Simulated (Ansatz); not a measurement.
Si (model structure, R-3m, No. 166, 6 atoms in the cell) was calculated with PBE0 (Ansatz, an electronic-structure program, PAW).

The input as run:

Ansatz 0.2 input:
```yaml
crystal:
  lattice:
    - [1.9150559175, 1.1056580495, 9.4589156727]
    - [-1.9150559175, 1.1056580495, 9.4589156727]
    - [0.0, -2.211316099, 9.4589156727]
  atoms:
    - { symbol: Si, position: [0.735925433, 0.735925433, 0.735925433] }
    - { symbol: Si, position: [0.8193427016, 0.8193427016, 0.8193427016] }
    - { symbol: Si, position: [0.1806572984, 0.1806572984, 0.1806572984] }
    - { symbol: Si, position: [0.264074567, 0.264074567, 0.264074567] }
    - { symbol: Si, position: [0.9586154414, 0.9586154414, 0.9586154414] }
    - { symbol: Si, position: [0.0413845586, 0.0413845586, 0.0413845586] }
basis:
  ecutwfc: 460
  ecutrho_ratio: 4
  xc_grid: 2
kpoints:
  mp_grid: { grid: [6, 6, 6] }
hamiltonian:
  xc: pbe0
  dispersion: none
  pseudopotentials: { kind: paw }
scf:
  occupations: { method: fermi_dirac, width: 0.01 }
  convergence: { dr2_threshold: 0.0000000006 }
output:
  forces: true
  stress: true
  eigenvalues: true
```

Output (set-up and result lines):

```
WARN output.stress: scf.exx.energy_threshold = 1e-6 eV is looser than the 6e-8 eV advised for a stress under a hybrid functional (1e-8 eV for each atom of the …
Crystal: 6 atoms, lattice volume = 120.170 Å³
Basis set: ecut = 460 eV, 2733 PW (Γ), FFT grids on a1−a3, a2−a3, a3, exchange–correlation on 54×54×144 points (8 copies of the dense FFT grid, shifted against one another)
Bands: 18, of which v1, the nominal top of the filled ones, is band 12 counted from 1 (11 counted from 0)
Symmetry: 12 space group operations
Space group: R-3m (ITA 166), of the structure as read, at distance tolerance 4.9e-5 Å
k-points: 32 of 216
Functional: x = pbe(κ = 0.804, μ = 0.2195149727645171), c = pbe(β = 0.06672455060314922), warm-up for x = 0.75 pbe(κ = 0.804, μ = 0.2195149727645171) + 0.25 exact, c = pbe(β = 0.06672455060314922)
SCF iter   1: F=—  HF=-3814.750533 eV  |F-HF|=—  |Δ(HF+E_count)|=         —  Δρ=1.19e-3  dr2=1.60e-3
SCF iter   2: F=—  HF=-3814.751889 eV  |F-HF|=—  |Δ(HF+E_count)|=   1.36e-3  Δρ=5.27e-4  dr2=4.01e-4
  ...
Crystal: 6 atoms, lattice volume = 120.170 Å³
Initial density: handed on by an earlier stage of this run
Functional: x = 0.75 pbe(κ = 0.804, μ = 0.2195149727645171) + 0.25 exact, c = pbe(β = 0.06672455060314922)
Crystal: 6 atoms, lattice volume = 120.170 Å³
SCF iter   5: F=—  HF=-3818.714868 eV  |F-HF|=—  |Δ(HF+E_count)|=   4.36e-9  Δρ=4.63e-7  dr2=6.24e-10
SCF iter   6: F=-3818.714868 eV  HF=-3818.714868 eV  |F-HF|=4.09e-12  |Δ(HF+E_count)|=  1.91e-10  Δρ=3.37e-8  dr2=2.88e-11
SCF 3 converged in 6 iterations: F = -3818.714868 eV  dr2 = 2.88e-11
Free energy (F): -3818.714868 eV
Internal energy: -3818.714868 eV  (E = F + TS)
E sigma→0 (E₀):  -3818.714868 eV
Fermi energy:    6.590135 eV
--- Forces (eV/Å), atoms counted from 1 ---
  atom   1  Si     0.00000000     0.00000000    -0.00662563
  atom   2  Si    -0.00000000     0.00000000     0.00571883
  atom   3  Si     0.00000000    -0.00000000    -0.00571883
  atom   4  Si     0.00000000    -0.00000000     0.00662563
  atom   5  Si     0.00000000     0.00000000    -0.01158929
  atom   6  Si     0.00000000    -0.00000000     0.01158929
--- Stress (GPa, compression-positive) ---
        0.328986       0.000000       0.000000
        0.000000       0.328986       0.000000
        0.000000       0.000000       0.127741
  P = ⅓ Tr σ = 0.2619 GPa (2.619 kbar)
```

The PAW data were made under PBE.

Note: the relaxation could raise the start's symmetry but not lower it, so the cell can be a saddle point. Note: cell and atoms aren't relaxed at this level (pressure 0.3 GPa).

Cost on a shared machine: very roughly 7 core-minutes.

A model structure was made by putting elements into a prototype or built by hand; it is no filed structure, need not be a known phase, and can be a saddle point held by its symmetry.
